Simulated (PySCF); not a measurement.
PySCF 2.14.0, B3LYP/def2-svp, df: O[Si](O)(O)[OH+][Si](O)(O)O, charge +1, multiplicity 1, 16 atoms. The geometry is a generated start, not checked to be a minimum at this level.

```json
{
  "task": "energy",
  "method": "b3lyp",
  "basis": "def2-svp",
  "two_electron_scheme": "density fitting",
  "mol.max_memory": "3000 MB",
  "mf.max_cycle": "100",
  "mf.conv_tol": "1e-09 (default)",
  "mf.grids.level": "3 (default)",
  "basis_functions": "169",
  "grid_points": "205592"
}
```

```xyz
16

O      1.4435     1.6272    -0.1327
Si     1.5298     0.0746     0.2561
O      1.2901    -0.3252     1.7822
O      2.7304    -0.7330    -0.4089
O      0.1536    -0.5100    -0.6284
Si    -1.5123    -0.0934    -0.3405
O     -1.7621     1.3647    -0.9170
O     -2.1676    -1.2485    -1.2257
O     -1.6269    -0.1714     1.2567
H      2.1906     2.2219    -0.1498
H      0.6507     0.0813     2.3653
H      3.2554    -1.3980     0.0296
H      0.3402    -0.9707    -1.4540
H     -1.5716     2.1954    -0.4854
H     -3.0032    -1.1758    -1.6797
H     -1.9406    -0.9389     1.7321
```

Charge 1 and multiplicity 1 are set for this test and not shown to be the ground state.

With the defaults (mf.DIIS = CDIIS, mf.diis = true, mf.init_guess = minao, mf.diis_space = 8, mf.damp = 0, mf.diis_start_cycle = 1) it converges in 12 Fock builds. One run each on 2 threads, 1 BLAS thread, with these changes:
- mf.init_guess = huckel
- mf.diis = false, mf.damp = 0.7, mf.diis_start_cycle = 999
- mf.init_guess = 1e
- mf.diis = false
- mf.init_guess = sap
- mf.diis_space = 12
- mf.init_guess = atom
- mf.init_guess = mod_huckel
- mf.DIIS = EDIIS

Task: Which of these changes keep the SCF from converging, or lead it to another solution?

Result: No convergence: mf.DIIS = EDIIS; mf.diis = false (the run ends without SCF convergence in 100 cycles). The rest reach the solution of the defaults.

```
setting                                                    Fock builds             end
---------------------------------------------------------  -----------  --------------
the defaults                                                        12   same solution
mf.init_guess = sap                                                 12   same solution
mf.init_guess = atom                                                12   same solution
mf.init_guess = mod_huckel                                          12   same solution
mf.diis_space = 12                                                  12   same solution
mf.init_guess = huckel                                              12   same solution
mf.init_guess = 1e                                                  22   same solution
mf.diis = false, mf.damp = 0.7, mf.diis_start_cycle = 999           28   same solution
mf.DIIS = EDIIS                                                    101  no convergence
mf.diis = false                                                    101  no convergence
```
